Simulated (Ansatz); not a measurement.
Start from Na₂S in the anti-fluorite structure (space group Fm-3m, No. 225; a = 6.501 Å). Axes: x, y, z lie along the cube axes.

Calculations: DFT with PBEsol, PAW potentials and a 420 eV plane-wave cutoff in Ansatz (an electronic-structure program), scalar-relativistic without spin-orbit coupling.

Before the change:

Shortest interatomic distance: 2.815 Å

Modification: biaxial strain −1.50 %, plane normal [001], relaxed out of plane (Cartesian); in-plane vectors clamped, the third vector and the atoms free.

Q: What does the calculation give for the shortest interatomic distance and in-plane stress after the change?

A: The shortest interatomic distance falls by 0.019 Å (2.815 Å → 2.796 Å); the mean in-plane stress (compression positive) is +1.0 GPa.

Whether these cells are dynamically stable was not tested.
